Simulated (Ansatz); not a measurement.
The starting structures come from a database of crystals and need not be the phases stable at ambient conditions.

The decay constant κ of evanescent states in the gap governs leakage through a thin film.

Here is the system:

```
CELL_PARAMETERS angstrom
      7.28704     0.00000     0.00000
     -3.64352     7.85706     0.00000
      0.00000     3.07454     6.23385
ATOMIC_POSITIONS crystal
  K  0.45703 0.28106 0.85947
  K  0.54297 0.71894 0.14053
  K  0.17597 0.71894 0.64053
  K  0.82403 0.28106 0.35947
  Zn 0.00000 0.00000 0.75000
  Zn 0.00000 0.00000 0.25000
  Te 0.69913 0.78618 0.60691
  Te 0.30087 0.21382 0.39309
  Te 0.91295 0.21382 0.89309
  Te 0.08705 0.78618 0.10691
```

Space group of this cell: Ibam. The cell is taken as given; by PBEsol its mean pressure is -0.7 GPa.

Transport runs along the normal of the first two printed cell vectors.

No gap correction and no spin-orbit coupling; mid-gap values are interpolated between computed energies.

### Question
Estimate the band gap and the smallest decay constant κ at mid-gap that PBEsol in Ansatz (a program for electronic structure) returns for this system.

### Answer
Gap 2.03 eV on a 6×6×6 mesh; κ = 0.167 1/Å, at the zone centre.
